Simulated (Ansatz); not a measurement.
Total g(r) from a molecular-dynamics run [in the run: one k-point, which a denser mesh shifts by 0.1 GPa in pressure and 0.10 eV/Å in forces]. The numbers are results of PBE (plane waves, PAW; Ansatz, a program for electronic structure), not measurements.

```
r (Å) | g(r)
     1.02 |  0.00
     1.14 |  0.00
     1.26 |  0.00
     1.38 |  0.00
     1.50 |  0.00
     1.62 |  0.00
     1.74 |  0.00
     1.86 |  0.00
     1.98 |  0.00
     2.10 |  0.01
     2.22 | ## 0.13
     2.34 | ########### 0.71
     2.46 | ######################## 1.54
     2.58 | ############################## 1.94
     2.70 | ############################## 1.93
     2.82 | ########################### 1.77
     2.94 | ###################### 1.45
     3.06 | ################## 1.18
     3.18 | ################ 1.02
     3.30 | ################ 1.00
     3.42 | ############### 0.96
     3.54 | ############### 0.97
     3.66 | ############### 0.96
     3.78 | ############### 0.94
     3.90 | ############### 0.99
     4.02 | ############### 0.96
     4.14 | ############### 0.98
     4.26 | ############## 0.92
     4.38 | ############## 0.91
     4.50 | ############## 0.92
     4.62 | ############## 0.92
     4.74 | ############### 0.95
     4.86 | ############### 0.96
     4.98 | ############## 0.93
     5.10 | ################ 1.00
     5.22 | ############### 0.99
     5.34 | ################ 1.05
     5.46 | ################ 1.04
```

Which system gave this curve?
A. TiO2 (rutile type), crystal, 1337 K
B. SiGe3, liquid, 1272 K (no melting point cited, so perhaps supercooled)
C. TiC (rock salt; ideal stoichiometry), crystal, 977 K
D. NiSi2 (fluorite type), crystal, 1184 K

B, SiGe3, liquid, 1272 K (no melting point cited, so perhaps supercooled)
